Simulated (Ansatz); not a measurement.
The starting structures come from a database of crystals and need not be the phases stable at ambient conditions.

 Where the default PAW files enter, the runs use the earlier of Ansatz's two default sets.

By PBEsol, the system below comes out a metal.

A figure of merit of an interconnect metal is its ballistic conductance per area.

Given:

```
PtGe
1.0
    3.73003     0.00000     0.00000
    0.00000     5.75601     0.00000
    0.00000     0.00000     5.92821
Ge Pt
4 4
Cartesian
  0.93251   4.68499   3.48585
  2.79752   1.07102   2.44236
  2.79752   3.94903   0.52174
  0.93251   1.80698   5.40647
  0.93251   0.01065   1.14243
  2.79752   5.74536   4.78579
  2.79752   2.86736   4.10653
  0.93251   2.88865   1.82168
```

Space group of this cell: Pnma. The cell is strained (lengths along the current scaled by 0.97, ions clamped); by PBEsol its mean pressure is 3.7 GPa.

The current flows along the normal of the first two printed cell vectors. No spin-orbit coupling; the value is a mean over 0.1 eV about the Fermi level.

### Question
State the ballistic conductance per area according to PBEsol (Ansatz, an electronic-structure program).

### Answer
0.39 × 10¹⁵ S/m² for both spins.
